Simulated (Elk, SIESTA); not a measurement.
A SIESTA input for a self-consistent single point of MgZnCu (Imma, 6 atoms in the cell) (DFT, LDA PW92, numerical atomic orbitals DZP, PseudoDojo LDA standard norm-conserving potentials (rewritten from UPF to PSML)):

```
# files in the folder: Mg.psml Zn.psml Cu.psml (PseudoDojo LDA standard)
SystemName  MgZnCu
SystemLabel MgZnCu

NumberOfAtoms                6
NumberOfSpecies              3
%block ChemicalSpeciesLabel
  1 12 Mg
  2 30 Zn
  3 29 Cu
%endblock ChemicalSpeciesLabel
LatticeConstant              5.083674 Ang
%block LatticeVectors
    -0.498653730    0.504744403    0.704682676
     0.498653730   -0.504744403    0.704682676
     0.498653730    0.504744403   -0.704682676
%endblock LatticeVectors
AtomicCoordinatesFormat      Ang
%block AtomicCoordinatesAndAtomicSpecies
     2.534993000   -1.282978000    2.673527955  1
     0.000000000    3.848934000    0.908849045  1
     1.267496500    1.282978000    1.791188500  2
    -1.267496500    1.282978000    1.791188500  2
     0.000000000    0.000000000    3.582377000  3
     2.534993000    0.000000000    0.000000000  3
%endblock AtomicCoordinatesAndAtomicSpecies

XC.functional                LDA
XC.authors                   PW92
PAO.BasisSize                DZP
PAO.EnergyShift              0.005 Ry
MeshCutoff                   400 Ry
%block kgrid.MonkhorstPack
    5   0   0  0.0
    0   5   0  0.0
    0   0   5  0.0
%endblock kgrid.MonkhorstPack
OccupationFunction           FD
ElectronicTemperature        100.0 meV

MaxSCFIterations             150
SCF.Mixer.Method             Broyden
SCF.Mixer.Weight             0.2
SCF.Mixer.History            8
SCF.DM.Tolerance             1.0E-04
Diag.ParallelOverK           true
WriteForces                  true
Charge.Mulliken              end
```

Question: Give the Elk input for the same structure, mesh, smearing and functional.

Answer: This is the input that was run; spellings and numerical settings could be chosen otherwise.

```
tasks
  0

xctype
  3

tforce
  .true.

rgkmax
  8.0

gmaxvr
  18.0

lmaxapw
  10

lmaxo
  8

nxlo
  2

lorbcnd
  .true.

lradstp
  2

nrmtscf
  2.0

rmtscf
  0.94

lmaxi
  4

stype
  3

swidth
  0.00367493

avec
   -4.7904424978    4.8489540878    6.7697114052
    4.7904424978   -4.8489540878    6.7697114052
    4.7904424978    4.8489540878   -6.7697114052

atoms
  3   : nspecies
  'Mg.in'   : spfname
  2   : natoms; atposl, bfcmt below
  0.1231500000  0.8731500000  0.2500000000    0.0 0.0 0.0
  0.8768500000  0.1268500000  0.7500000000    0.0 0.0 0.0
  'Zn.in'   : spfname
  2   : natoms; atposl, bfcmt below
  0.5000000000  0.5000000000  0.5000000000    0.0 0.0 0.0
  0.5000000000  0.0000000000  0.0000000000    0.0 0.0 0.0
  'Cu.in'   : spfname
  2   : natoms; atposl, bfcmt below
  0.5000000000  0.5000000000  0.0000000000    0.0 0.0 0.0
  0.0000000000  0.5000000000  0.5000000000    0.0 0.0 0.0

ngridk
  5 5 5
```

Basis settings and potentials, where a program has them, do not carry over. This input uses DFT, LDA (PW92), all-electron FP-LAPW, Elk's shipped species files, APW+lo basis with extra local orbitals. LDA parametrisations can differ slightly between programs.

The starting cell comes from a database of computed structures (which also holds hypothetical and non-ambient phases and stackings), without a prior relaxation at this level. Its lattice was rescaled by a random factor within 2.5 % of one.
